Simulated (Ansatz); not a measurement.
## Sn under a change: strain tensor (xx, yy, zz, yz, xz, xy) = (+2.13, −0.65, −0.96, +1.63, −0.05, +0.73) %

Base system: Sn in the diamond structure (space group Fd-3m, No. 227; a = 6.569 Å). Axes: x, y, z lie along the cube axes.

The change: the symmetric strain tensor [0.0213 0.0073 -0.0004; 0.0073 -0.0065 0.0163; -0.0004 0.0163 -0.0096]; the atoms relax in the strained cell.

The values are results of r2SCAN in Ansatz (plane waves to 500 eV, PAW, scalar-relativistic without spin-orbit coupling), earlier PAW set, not measurements. k-mesh 12×12×12 (Γ-centred); smearing 0.05 eV (Fermi–Dirac).

The volume per atom rises by 0.16 Å³ (35.43 Å³ → 35.59 Å³) and the space group changes from Fd-3m (No. 227) to P-1 (No. 2). The shortest interatomic distance shrinks by 0.009 Å, from 2.844 Å to 2.835 Å and the energy grows by 6.7 meV/atom. The band gap stays zero and the largest internal atomic displacement is 0.019 Å. The stress (xx, yy, zz, yz, xz, xy; compression positive) comes out as (-0.9, 0.1, 0.2, -1.0, 0.0, -0.4) GPa (rough).

Final structure:

```xyz
2
Lattice="0.0225 3.3164 3.3062 3.3529 0.0773 3.2514 3.3783 3.2870 0.0519" Properties=species:S:1:pos:R:3 pbc="T T T"
Sn     3.3943     3.3394     3.3124
Sn     5.0478     5.0116     4.9495
```

Cost of the whole job for the changed cell (relaxation, final SCF and bands): very roughly 6 core-minutes.

Without a gap, meshes like the base's 12×12×12 leave anisotropic stresses uncertain by several tenths of a GPa, and small strain energies with them. Stability against distortions was not tested.

Ansatz is a program for electronic structure.
